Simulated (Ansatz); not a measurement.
Consider Al2Cu (space group I4/mcm, No. 140; a = 6.0062 Å, c = 4.7905 Å).

Computed with plane-wave PAW DFT at the r2SCAN level (Ansatz, an electronic-structure program, 500 eV), without spin-orbit coupling, earlier PAW set.

Before the change:

Band gap: zero
Pressure: 0.0 GPa

One thing is altered: every lattice vector is stretched by 1.22 %, atoms relaxed at fixed cell.

Q: Estimate the effect on the energy relative to the base.

A: The energy increases by 6.6 meV/atom.

Q: What does the calculation give for the band gap after the change?

A: The band gap stays zero.

Q: What happens to the pressure?

A: The pressure (mean of the normal stresses, compression positive) goes from zero to -3.8 GPa.

The cells carry an imposed strain or load. Stability against distortions was not tested. All final runs are without spin polarisation.
